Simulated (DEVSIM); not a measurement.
Device: TaN/SiO2/p-Si capacitor, at 300 K.

```tsv
layer (left to right)	material	thickness (nm)	Na (cm⁻³)
1	SiO2	1.80	-
2	Si	600	9.1e17
```

Metal gate on the left, work function 4.4 eV. Fixed charge at the semiconductor interface 0 cm⁻² (in units of +e); interface traps 1e10 cm⁻² eV⁻¹, uniform in energy, neutral level at 0.5 of the gap above the valence band.

This is a model device: material constants are rounded textbook-type values typed into the input, and sizes, dopings and lifetimes were drawn at random. Values at 300 K.

```csv
parameter,SiO2,Si
gap (eV),9,1.124
affinity (eV),0.9,4.05
permittivity,3.9,11.7
Nc (cm⁻³),-,2.86e19
Nv (cm⁻³),-,3.1e19
```

DEVSIM, 1D Poisson equation in equilibrium, Boltzmann statistics, complete ionisation; no quantum confinement or tunnelling. Metal contacts follow the ideal Schottky-Mott rule: no Fermi-level pinning, no interface dipoles.

Question: Tabulate band edges, carrier densities and field at 0.0 V on the gate.

Answer: Energies count from the Fermi level of the right contact; mesh points crowd at the junctions.

```csv
x (μm),Ec (eV),Ev (eV),n (cm⁻³),p (cm⁻³),field (V/cm)
0.000,3.500,-5.500,< 1e2,< 1e2,1100000
0.0006209,3.567,-5.433,< 1e2,< 1e2,1100000
0.001118,3.621,-5.379,< 1e2,< 1e2,1100000
0.001725,3.687,-5.313,< 1e2,< 1e2,1100000
0.002924,0.584,-0.540,4.5e9,2.6e10,350000
0.004698,0.643,-0.481,4.6e8,2.5e11,320000
0.007609,0.730,-0.394,1.6e7,7.4e12,280000
0.01529,0.903,-0.221,19000,6.0e15,170000
0.02666,1.014,-0.110,260,4.5e17,38000
0.04684,1.033,-0.091,130,9.0e17,440
0.07995,1.033,-0.091,130,9.1e17,≈ 0
0.1674,1.033,-0.091,130,9.1e17,≈ 0
0.2967,1.033,-0.091,130,9.1e17,≈ 0
0.4275,1.033,-0.091,130,9.1e17,≈ 0
0.5195,1.033,-0.091,130,9.1e17,≈ 0
0.5543,1.033,-0.091,130,9.1e17,≈ 0
0.5756,1.033,-0.091,130,9.1e17,≈ 0
0.5870,1.033,-0.091,130,9.1e17,≈ 0
0.5956,1.033,-0.091,130,9.1e17,≈ 0
0.5987,1.033,-0.091,130,9.1e17,≈ 0
0.6006,1.033,-0.091,130,9.1e17,≈ 0
0.6018,1.033,-0.091,130,9.1e17,≈ 0
```
